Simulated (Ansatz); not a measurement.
Ansatz (a first-principles code) run on Ba2CuBrO2 (R3m, 6 atoms in the cell): relaxation of the atoms.

Level of theory: LDA (PW92), default PAW files made with PBE (plane waves; Ansatz).

The change in words: one atom moved by 0.15 angstrom; relax: default → atoms; relax.f_tol: default → 0.001 eV/Å. Reference geometry:
```xyz
6
Lattice="2.1614 1.2479 9.8179 -2.1614 1.2479 9.8179 0.0000 -2.4958 9.8179" Properties=species:S:1:pos:R:3 pbc="T T T"
Ba     0.0000     0.0000     7.4090
Ba     0.0000     0.0000    22.0446
Cu     0.0000     0.0000    14.7268
Br     0.0000     0.0000     0.0000
O      0.0000     0.0000    16.5289
O      0.0000     0.0000    12.9248
```

Reference input (self-consistent single point, DFT, LDA (PW92), plane waves, default PAW files made with PBE): basis.ecutwfc = 420 eV; kpoints.mp_grid.grid = 7 7 7; hamiltonian.xc = lda; hamiltonian.pseudopotentials = {kind: paw} (the program's default PAW files); scf.occupations.method = fixed. This run's input differs from it in these lines:

```diff
@@ -7,3 +7,3 @@
   atoms:
-    - { symbol: Ba, position: [0.25154900, 0.25154900, 0.25154900] }
+    - { symbol: Ba, position: [0.25664200, 0.25664200, 0.25664200] }
     - { symbol: Ba, position: [0.74845100, 0.74845100, 0.74845100] }
@@ -22,2 +22,4 @@
   occupations: { method: fixed }
+relax:
+  f_tol: 0.001
 output:
```

Log, with long lists cut:

```
   [... SCF lines of the steps left out ...]
relax step   1: F+E_penalty+E_count = -21926.49597509 eV  Δ(F+E_penalty+E_count) = +0.000e0 eV  max|allowed force component| = 8.602e-1 eV/Å  Δτ_max = 0.0000 Å  (9 SCF iters, dr2 threshold 1.00e-7 eV, accepted)
relax step   2: F+E_penalty+E_count = -21926.55750279 eV  Δ(F+E_penalty+E_count) = -6.153e-2 eV  max|allowed force component| = 6.032e-1 eV/Å  Δτ_max = 0.1980 Å  (7 SCF iters, dr2 threshold 4.62e-5 eV, accepted)
   [... lines left out ...]
relax step   5: F+E_penalty+E_count = -21926.58331641 eV  Δ(F+E_penalty+E_count) = -4.199e-4 eV  max|allowed force component| = 1.825e-3 eV/Å  Δτ_max = 0.0133 Å  (7 SCF iters, dr2 threshold 8.98e-8 eV, accepted)
relax step   6: F+E_penalty+E_count = -21926.58331642 eV  Δ(F+E_penalty+E_count) = -9.346e-9 eV  max|allowed force component| = 1.742e-3 eV/Å  Δτ_max = 0.0000 Å  (5 SCF iters, accepted)
relax step   7: F+E_penalty+E_count = -21926.58331703 eV  Δ(F+E_penalty+E_count) = -6.126e-7 eV  max|allowed force component| = 8.942e-5 eV/Å  Δτ_max = 0.0004 Å  (6 SCF iters, accepted)
the relaxation is at rest under the 6 symmetry operations that the run kept from its start: a minimum is not shown …
Free energy (F): -21926.583317 eV
Internal energy: -21926.583317 eV  (E = F + TS)
E sigma→0 (E₀):  -21926.583317 eV
Fermi energy:    5.852139 eV
--- Forces (eV/Å), atoms counted from 1 ---
  atom   1  Ba     0.00000000     0.00000000    -0.00006280
  atom   2  Ba     0.00000000     0.00000000    -0.00000581
  atom   3  Cu     0.00000000     0.00000000    -0.00001898
  atom   4  Br     0.00000000    -0.00000000     0.00008815
  atom   5  O      0.00000000    -0.00000000     0.00000777
  atom   6  O      0.00000000     0.00000000    -0.00001595
--- Stress (GPa, compression-positive) ---
   [... lines left out ...]
    - { symbol: Cu, position: [0.5008490142807127, 0.5008490142807127, 0.5008490142807127] }
    - { symbol: Br, position: [0.000847875060080258, 0.000847875060080258, 0.0008478750600802579] }
    - { symbol: O, position: [0.5611325471261297, 0.5611325471261297, 0.5611325471261297] }
    - { symbol: O, position: [0.44056537639731297, 0.44056537639731297, 0.44056537639731297] }
```

The run converged. 

Summary of the result:
- Free energy E − TS (on the zero of these files): -21926.5833 eV
- Top of the valence band (on the code's own zero): 5.85 eV
- Gap on the k-point mesh: 2.18 eV
- Pressure: -3.61 GPa
- Relaxation steps: 7

The starting cell comes from a database of computed structures (which also holds hypothetical and non-ambient phases and stackings), without a prior relaxation at this level. Its lattice was rescaled by up to half a per cent. For this run, on top of that: one atom moved by 0.15 angstrom. The relaxation keeps the symmetry of its start, so its end need not be a minimum. Ansatz's pressure includes its estimate of the finite-basis (Pulay) stress.

Cost on one core of a shared machine: roughly 3 min.

Keys are those of Ansatz 0.2.
